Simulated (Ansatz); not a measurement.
The reference is an 8-atom supercell of ZnCu₂SnS₄ (space group I-4, No. 82) at its relaxed geometry.

```yaml
crystal:
  lattice:
    - [-2.68685, 2.68685, 5.37700]
    - [5.37370, 0.00000, 0.00000]
    - [0.00000, 5.37370, 0.00000]
  atoms:
    - { symbol: Cu, position: [0.00000, 0.00000, 0.00000] }
    - { symbol: Cu, position: [0.50000, 0.25000, 0.25000] }
    - { symbol: Zn, position: [0.50000, 0.75000, 0.75000] }
    - { symbol: Sn, position: [0.00000, 0.50000, 0.50000] }
    - { symbol: S, position: [0.74013, 0.62966, 0.89853] }
    - { symbol: S, position: [0.74013, 0.11047, 0.36134] }
    - { symbol: S, position: [0.25987, 0.89853, 0.11047] }
    - { symbol: S, position: [0.25987, 0.36134, 0.62966] }
```

Method: PBEsol (Ansatz, a first-principles code, PAW, no spin-orbit coupling).

Before the change:

- Mean distance from the defect site to its nearest host atoms = 2.33 Å
- Pressure = 0.0 GPa

The change: a neutral Cu on a Zn site (antisite), atoms relaxed at fixed cell, starting from a slightly rattled geometry.

Tabulated Pauling electronegativity and covalent radius: Zn 1.65, 1.22 Å; Cu 1.90, 1.32 Å.

### Question
Predict the new largest displacement of a host atom from its site in the perfect cell.

### Answer
The largest displacement of a host atom from its site in the perfect cell amounts to 0.05 Å.

### Question
What happens to the mean distance from the defect site to its nearest host atoms?

### Answer
The mean distance from the defect site to its nearest host atoms falls by 0.044 Å, from 2.33 Å to 2.28 Å.

### Question
What happens to the pressure?

### Answer
The pressure goes from zero to -2.7 GPa.

Other magnetic orders, which the real material may have, were not ruled out. In so small a cell the defect repeats every few ångströms: this is an ordered compound, not a dilute defect. A case with no gap was solved on a k-mesh chosen for an insulator, which is coarse for it. Seeded moments were not kept for Cu on a Zn site (antisite). Spin-polarised in the final run: Cu on a Zn site (antisite); the other runs are not. The defect cell is spin-polarised and ends with 0.0 μB.
